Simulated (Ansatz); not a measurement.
An Ansatz (a first-principles code) input (Ansatz, PBEsol, PAW, cutoff 420 eV, no spin-orbit coupling):

Ansatz 0.2 input:
```yaml
crystal:
  lattice:
    - [3.0173820474, 0, 0]
    - [-1.5086910237, 2.6131295059, 0]
    - [0, 0, 3.1532216016]
  atoms:
    - { symbol: Ti, position: [0, 0, 0] }
    - { symbol: B, position: [0.6666666667, 0.3333333333, 0.5] }
    - { symbol: B, position: [0.3333333333, 0.6666666667, 0.5] }
basis: { ecutwfc: 420, ecutrho_ratio: 4, xc_grid: 2, fft_grid_basis: typed }
kpoints: { mp_grid: { grid: [13, 13, 10] } }
hamiltonian:
  xc: pbesol
  dispersion: none
  pseudopotentials: { kind: paw }
scf: { occupations: { method: fermi_dirac, width: 0.05 }, convergence: { dr2_threshold: 0.0000000003 } }
relax: { f_tol: 0.005, max_steps: 50 }
output: { forces: true, stress: true }
checkpoint: { write: state.ck, write_every: 1000 }
```

Q: Which symmetry and how many k-points will the program report, and about how many plane waves at Γ?

A: Space group P6/mmm (ITA 191) with 24 operations, k-points 126 of 1690, and 479 plane waves at Γ.

Q: And the final pressure?

A: 2.39 GPa (compression positive).

The mesh was chosen for an insulator and is coarse for the gapless case. The cells carry an imposed strain or load. Stability against distortions was not tested. All final runs are without spin polarisation. The cell was made from TiB2 (space group P6/mmm, No. 191) by this change: uniaxial strain ε_zz = −1.00 %.
